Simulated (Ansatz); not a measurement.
The starting structures come from a database of crystals and need not be the phases stable at ambient conditions.

The decay constant κ of evanescent states in the gap governs leakage through a thin film.

Here is the system:

```yaml
crystal:
  lattice:
    - [3.89810, 0.00000, 0.00000]
    - [0.00000, 5.51149, 0.00000]
    - [0.00000, 0.00000, 3.89844]
  atoms:
    - { symbol: Cd, position: [0.75697, 0.50000, 0.50000] }
    - { symbol: Cd, position: [0.24303, 0.00000, 0.00000] }
    - { symbol: S, position: [0.74484, 0.00000, 0.50000] }
    - { symbol: S, position: [0.25516, 0.50000, 0.00000] }
```

Space group of this cell: Pmmn. The cell is taken as given; by r2SCAN its mean pressure is -2.5 GPa.

Transport runs along the normal of the first two printed cell vectors.

The gap is the functional's own. No spin-orbit coupling. Mid-gap values are interpolated on the energy grid.

Q: Estimate the band gap and the smallest decay constant κ at mid-gap that r2SCAN (Ansatz, a first-principles code) returns for this system.

A: Gap 0.75 eV on a 8×6×8 mesh; κ = 0.125 1/Å, at the zone centre.
